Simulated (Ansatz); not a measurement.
# Hypothetical anti-perovskite Mg3PbO: response to strain

The parent structure is Mg₃PbO in the anti-perovskite structure (space group Pm-3m, No. 221; a = 4.3848 Å; a hypothetical phase, not in the database extracts checked). Axes: x, y, z lie along the cube axes.

Strains are applied to the cell and any free atomic positions relax; under biaxial strain the out-of-plane vector relaxes too; under stress the whole cell relaxes.

The values are results of PBEsol (Ansatz, a quantum-chemistry and plane-wave program, PAW, no SOC), not measurements.

Notes on the quantities. energy relative to the base: free energy F.

| change | energy relative to the base | space group | shortest interatomic distance |
|---|---|---|---|
| base | 0 meV/atom | Pm-3m (No. 221) | 2.192 Å |
| biaxial strain +1.64 %, plane normal [001], relaxed out of plane | (withheld) | P4/mmm (No. 123) | (withheld) |
| isotropic strain +4.33 % | +53 meV/atom | Pm-3m (No. 221) | 2.287 Å |
| isotropic strain +4.81 % | +65 meV/atom | Pm-3m (No. 221) | 2.298 Å |
| uniaxial stress, 1 GPa tension along x | +0.5 meV/atom | P4/mmm (No. 123) | 2.187 Å |

Question: Some entries are withheld; estimate them.

Answer: 
- biaxial strain +1.64 %, plane normal [001], relaxed out of plane, energy relative to the base: +3.4 meV/atom
- biaxial strain +1.64 %, plane normal [001], relaxed out of plane, shortest interatomic distance: 2.167 Å

Without a gap, meshes like the base's 11×11×11 leave anisotropic stresses uncertain by several tenths of a GPa, and small strain energies with them. Beyond what the load breaks, stability against distortions was not tested. The final runs are not spin-polarised.
